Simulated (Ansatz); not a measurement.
**Step by step: formation energy of Si_Cu in Cu (fcc, Fm-3m)**

We look at the formation energy of Si_Cu in Cu (fcc, Fm-3m). Reaction: Si (diamond) + 63 Cu (fcc) → cell A.

A: a supercell of 64 sites of Cu (fcc, Fm-3m) with Si on a Cu site (12 Cu at 2.56 Å); spin state with PBE: run without spin.

Method: Ansatz (a first-principles code), PAW, neutral cells at 0 K with nuclei at rest, on structures from PBE. Ansatz runs with its PAW set soft_1. Other levels take these structures. The lattices are those relaxed with PBE, so at other levels the solids can be strained. Larger cells are relaxed from a start prepared with the learned potential CHGNet, on a coarser mesh till forces fall under 0.03 eV/Å, which some starts already meet. A dispersion term (D3(BJ), or D4 for r2SCAN) was computed beside these levels and is taken off wherever the name lacks it. Space groups of crystals are read within 0.01 Å. Mesh and cell size may move defect energies by 0.1 eV or more. Cell A has symmetry Fm-3m within 0.02 Å and got no random move, so less symmetric positions, which may lie lower, weren't tried.

Total energies of the cells in eV, at zero smearing width. They compare only within one column; the weights balance every element.

| cell | atoms | weight | r2SCAN |
|---|---|---|---|
| A: Cu:Si_Cu | 64 | +1 | -418407.72338 |
| Si (diamond) | 2 | −1/2 | -1278.12992 |
| Cu (fcc) | 64 | −63/64 | -424399.64151 |

r2SCAN: (-418407.72338) − 1/2 × (-1278.12992) − 63/64 × (-424399.64151) = -0.261 eV.
